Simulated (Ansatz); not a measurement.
The reference is SrTiO3 in the cubic perovskite structure (space group Pm-3m, No. 221; a = 3.891 Å). Axes: x, y, z lie along the cube axes.

The change: a pure shear with ε_xy = ε_yx = 0.0133, atoms relaxed at fixed cell.

All numbers come from PBEsol (Ansatz, a first-principles code; PAW; 420 eV plane waves; scalar-relativistic without spin-orbit coupling).

### Question
Give the band edges at the high-symmetry points of the new zone, measured from its valence-band maximum.

### Answer
```json
[
 {"point": "Γ", "valence edge (eV)": "-0.28", "conduction edge (eV)": "1.79"},
 {"point": "Y", "valence edge (eV)": "-0.10", "conduction edge (eV)": "3.82"},
 {"point": "C₀", "valence edge (eV)": "-0.10", "conduction edge (eV)": "3.82"},
 {"point": "Σ₀", "valence edge (eV)": "-0.10", "conduction edge (eV)": "3.82"},
 {"point": "Z", "valence edge (eV)": "-0.62", "conduction edge (eV)": "2.01"},
 {"point": "A₀", "valence edge (eV)": "0.00", "conduction edge (eV)": "4.52"},
 {"point": "E₀", "valence edge (eV)": "0.00", "conduction edge (eV)": "4.52"},
 {"point": "T", "valence edge (eV)": "0.00", "conduction edge (eV)": "4.52"},
 {"point": "S", "valence edge (eV)": "-0.75", "conduction edge (eV)": "2.01"},
 {"point": "R", "valence edge (eV)": "-0.11", "conduction edge (eV)": "3.84"}
]
```

The gap is 1.79 eV, indirect, T → Γ.

The cells carry an imposed strain or load. Whether these cells are dynamically stable was not tested. The final runs are not spin-polarised. Many cubic perovskites are stable only at high temperature; tilts and polar distortions were not tested. k-point labels follow each cell's own Brillouin zone.
